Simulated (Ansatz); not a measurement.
The starting structures come from a database of crystals and need not be the phases stable at ambient conditions.

Tunnelling through a barrier is set by its complex band structure: the current falls as exp(−2κd) with the smallest κ.

Input:

```yaml
crystal:
  lattice:
    - [4.72567, 0.00000, 0.00000]
    - [0.00000, 10.68641, 0.00000]
    - [0.00000, 0.91516, 2.99037]
  atoms:
    - { symbol: Mg, position: [0.01139, 0.36817, 0.38183] }
    - { symbol: Mg, position: [0.98861, 0.63183, 0.61817] }
    - { symbol: Mg, position: [0.51139, 0.13183, 0.11817] }
    - { symbol: Mg, position: [0.48861, 0.86817, 0.88183] }
    - { symbol: H, position: [0.41148, 0.57092, 0.17908] }
    - { symbol: H, position: [0.58852, 0.42908, 0.82092] }
    - { symbol: H, position: [0.91148, 0.92908, 0.32092] }
    - { symbol: H, position: [0.08852, 0.07092, 0.67908] }
    - { symbol: O, position: [0.28859, 0.04963, 0.70037] }
    - { symbol: O, position: [0.71141, 0.95037, 0.29963] }
    - { symbol: O, position: [0.78859, 0.45037, 0.79963] }
    - { symbol: O, position: [0.21141, 0.54963, 0.20037] }
    - { symbol: F, position: [0.25172, 0.29294, 0.95706] }
    - { symbol: F, position: [0.74828, 0.70706, 0.04294] }
    - { symbol: F, position: [0.75172, 0.20706, 0.54294] }
    - { symbol: F, position: [0.24828, 0.79294, 0.45706] }
```

Space group of this cell: Pnma. The cell is taken as given; by r2SCAN its mean pressure is -4.2 GPa.

Transport runs along the normal of the first two printed cell vectors.

The gap is the functional's own. No spin-orbit coupling. Mid-gap values are interpolated on the energy grid.

Task: Give the band gap and the smallest decay constant κ at mid-gap that r2SCAN (Ansatz, a first-principles code) yields.

Result: Gap 5.48 eV on a 6×10×10 mesh; κ = 0.435 1/Å, at the zone centre.
